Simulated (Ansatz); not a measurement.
For GaSb (model structure, within 0.1 Å of P6₂22, No. 180, 6 atoms in the cell), PBEsol (Ansatz, a quantum-chemistry and plane-wave program, PAW) gives:

* **volume per atom**: 25.65 Å³/atom
* **enthalpy of formation**: -0.009 eV/atom

Problem. What does PBE-D3(BJ) in Ansatz (PAW) give for the same quantities?

Solution. 
- equilibrium volume per atom: 25.89 Å³/atom (grows by 0.9 %)
- formation enthalpy: -0.006 eV/atom (moves by +0.003 eV/atom)

Changes are worked out from the printed values.

Unless a cell is named, each level is at its own relaxed cell (PBEsol 25.65, PBE-D3(BJ) 25.89 Å³/atom).

Levels without +SOC leave out spin–orbit coupling, which shifts energies and cells of such heavy elements.

Ansatz's density-functional and Hartree–Fock values are scalar-relativistic unless marked +SOC, with PAW data made under PBE.

A model structure was made by putting elements into a prototype or built by hand; it is no filed structure, need not be a known phase, and can be a saddle point held by its symmetry.
